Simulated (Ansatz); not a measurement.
Amorphous Si20P2O45, 67 atoms at 2.15 g/cm³, one PBE-relaxed geometry, zone centre. Methods: PBE, scalar-relativistic without spin-orbit coupling (Ansatz, a program for electronic structure); r2SCAN, scalar-relativistic without spin-orbit coupling (Ansatz); HSE06, scalar-relativistic without spin-orbit coupling (Ansatz). Plane waves to 420 eV (r2SCAN 500 eV); exact exchange is cut at the cell's faces. At PBE the levels at the filled edge of the gap are localised (band-tail or defect states), and the nearest spread-out levels lie 5.2 eV apart at the zone centre. The higher rungs were started with moments on some atoms, which died out.

It comes from a melt-quench run on a machine-learned potential (CHGNet), relaxed afterwards by DFT. O atoms were pushed apart under 1.9 Å during the dynamics, to hinder bonds among them. The hot cell started wider than the set density and was brought back towards it in steps. It is the lowest in DFT energy of 2 quenches. It is a model cell: composition and starting density were chosen by hand, and all elements were melted together. No dispersion term was used. Its density started from a set value of 2.15 and ended at 2.15 g/cm³. Cooling (nominally 140 K/ps over its main leg) ran many orders faster than in experiment, which tends to leave more defects and strain. A cell of this size samples the disorder only roughly. The volume was held where the preparation left it, at a PBE pressure of -0.1 GPa (tension). Stress components on the final sampling reach 3.7 GPa.

The relaxation ran on the zone centre alone. At PBE the level gap is 4.42 eV on a 2×2×2 Γ-centred mesh, and the spacing at the zone centre alone 4.43 eV.

Task: What zone-centre spacing does r2SCAN give, roughly?

Result: 5.14 eV (+0.71 eV against PBE).

Task: What zone-centre spacing does HSE06 give, roughly?

Result: 6.25 eV (+1.81 eV against PBE).

The highest filled and the lowest empty state spread over these numbers of atoms (participation numbers): PBE: 5.0 and 56.1; r2SCAN: 5.0 and 56.6; HSE06: 5.0 and 56.7.
